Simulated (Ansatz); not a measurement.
Effect of isotropic strain +3.00 % on KI

The reference is KI in the rock salt structure (space group Fm-3m, No. 225; a = 7.1824 Å).

Now apply this change: every lattice vector is stretched by 3.00 %, atoms relaxed at fixed cell.

All numbers come from Ansatz (an electronic-structure program), PBE, PAW, cutoff 420 eV, spin-orbit coupling left out. Settings: 8×8×8 k-points, 0.05 eV Fermi–Dirac smearing.

| quantity | base | changed | shift |
|---|---|---|---|
| energy relative to the base (free energy F) | 0 meV/atom | +11 meV/atom | +11 meV/atom |
| pressure | 0.00 GPa | -0.76 GPa | -0.76 GPa |
| band gap | 3.86 eV | 3.67 eV | -0.184 eV |
| gap character | direct at Γ | direct at Γ | – |
| mean gap deformation potential ΔEg/Δln V | – | -2.1 eV | – |
| width of the top valence band | 0.54 eV | 0.45 eV | -0.09 eV |
| electron mass | 0.34 mₑ (at Γ) | 0.36 mₑ (at Γ) | – |
| valley order (the lowest conduction-band minima on the path, energy above the VBM, named in the base's zone) | Γ 3.86 eV; X along ⟨100⟩ 5.02 eV | Γ 3.67 eV; X along ⟨100⟩ 5.12 eV | – |

With I present, leaving out spin-orbit coupling can change the band edges. Effective masses come from finite differences of ±0.01 Å⁻¹. Stability against distortions was not tested.
